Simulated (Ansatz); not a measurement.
System: interstitial P in silicon strained by -1.5 % along x and y, z held (charge state +1). Method: PBE, PAW (plane waves to 420 eV; Ansatz, a program for electronic structure).

Settings: 64 host sites, the strained lattice (strain from the relaxed PBE one, atoms relaxed), a 2×2×2 k-point mesh shifted by half a step, smearing 0.01 eV, spin-restricted, no image-charge correction. Static, classical nuclei. The charge state is imposed; whether it is stable for some Fermi level was not computed. Sites that were not tried may lie lower.

The step: P moves alone to another site; the atom moves 1.90 Å along (-0.25, 0.25, 0.00) of the unit cell; the moving atom starts with neighbours 4 Si at 2.37, 2 Si at 2.38 Å and ends with 4 Si at 2.37, 2 Si at 2.38 Å. On the band's own sampling the forward barrier is 0.71 eV. Harmonic modes of the moving P atom alone, all others held, come from finite differences of 0.015 Å. The saddle point's order was not checked, and it lies on a symmetry element of the cell, where a band can be held.

**Question.** Give the atom's modes at both geometries.

**Answer.** start 5.7, 8.5, 8.9 THz; saddle point 5.4i, 10.1 and 10.7 THz.

**Question.** What attempt frequency and zero-point change of the barrier follow from these modes alone, and what classical rate at 300 K?

**Answer.** ν = (5.7 × 8.5 × 8.9) / (10.1 × 10.7) ≈ 4.0 THz. The zero-point energy changes the barrier by h/2 × (20.8 − 23.1) THz = -0.005 eV. The classical rate is ν exp(−0.71/0.0259) ≈ 5 s⁻¹. One atom's modes give a rough prefactor, not that of the whole cell.
